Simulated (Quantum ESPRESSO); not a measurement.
Quantum ESPRESSO 7.5, DFT, PBE, plane waves, SSSP 1.1.2 efficiency PBE: rock-salt TiC, 2 atoms. Basis and mesh were picked for this test and aren't claimed converged.

```fortran
&CONTROL
  calculation = 'scf'
  pseudo_dir = './pseudo'
  outdir = './out'
  tprnfor = .true.
  tstress = .false.
/
&SYSTEM
  ibrav = 0
  nat = 2
  ntyp = 2
  ecutwfc = 45
  ecutrho = 360
  occupations = 'smearing'
  smearing = 'mv'
  degauss = 0.02
/
&ELECTRONS
  conv_thr = 2e-09
  mixing_mode = 'plain'
  mixing_beta = 0.1
/
ATOMIC_SPECIES
Ti 47.8670 ti_pbe_v1.4.uspp.F.UPF
C 12.0110 C.pbe-n-kjpaw_psl.1.0.0.UPF
CELL_PARAMETERS angstrom
  0.000000000000   2.165000000000   2.165000000000
  2.165000000000   0.000000000000   2.165000000000
  2.165000000000   2.165000000000   0.000000000000
ATOMIC_POSITIONS crystal
Ti   0.000000000000   0.000000000000   0.000000000000
C   0.500000000000   0.500000000000   0.500000000000
K_POINTS automatic
16 16 16 0 0 0
```

```bash
OMP_NUM_THREADS=1 mpirun -np 4 pw.x -nk 4 -in pw.in
```

The program reports k-points computed: 145, bands: 12, electrons: 16, G-vectors of the density: 15665, FFT grid: 36×36×36, symmetry operations: 48.

It runs on a single node (AMD EPYC (Zen 5), 96 cores on 1 socket, no SMT, 12 L3 cache groups; 94 cores' worth of CPU time may be used).

On 4 ranks this takes 4.1 s. Wall times, medians of two to five repeats, each run alone on the node (launch to exit). Unless noted, each process is bound to its own block of adjacent cores. The times hold for this build (conda-forge: Open MPI 5.0, OpenMP, OpenBLAS 0.3.34 (pthreads), FFTW, ScaLAPACK, ELPA). Scratch files lie in a memory file system.

Problem. What should be changed to get the same answer (within 1.0 meV/atom in energy) sooner? Keep to 4 cores.

Solution. This is not unique; one that fits is going from mixing_beta = 0.1 to mixing_beta = 0.2, one of the fastest of the measured ones that keep the result.

```diff
-  mixing_beta = 0.1
+  mixing_beta = 0.2
```

Time: 4.1 s to 3.1 s (1.3× as fast). The largest move is in FFTs of H·ψ (vloc_psi): 1.3 s to 0.86 s. SCF iterations go from 17 to 11. These two results differ by: energy equal as printed. Others tried: mixing_mode = local-TF, mixing_beta = 0.7 (3.0 s); mixing_beta = 1 (3.2 s); mixing_beta = 0.7 (default), mixing_ndim = 2 (3.2 s); mixing_mode = local-TF, mixing_beta = 0.4 (3.3 s); mixing_beta = 0.4 (3.4 s); mixing_mode = TF, mixing_beta = 0.2 (3.5 s); mixing_mode = TF, mixing_beta = 0.4 (3.6 s); mixing_beta = 0.7 (default), mixing_ndim = 4 (3.6 s); mixing_mode = TF, mixing_beta = 0.1 (3.7 s); mixing_mode = local-TF, mixing_beta = 0.2 (3.7 s); mixing_mode = TF, mixing_beta = 0.7 (3.8 s); mixing_beta = 0.7 (default) (4.1 s); mixing_mode = TF, mixing_beta = 1 (4.4 s); mixing_mode = local-TF, mixing_beta = 0.1 (5.3 s); mixing_beta = 0.7 (default), mixing_ndim = 16 (5.7 s).
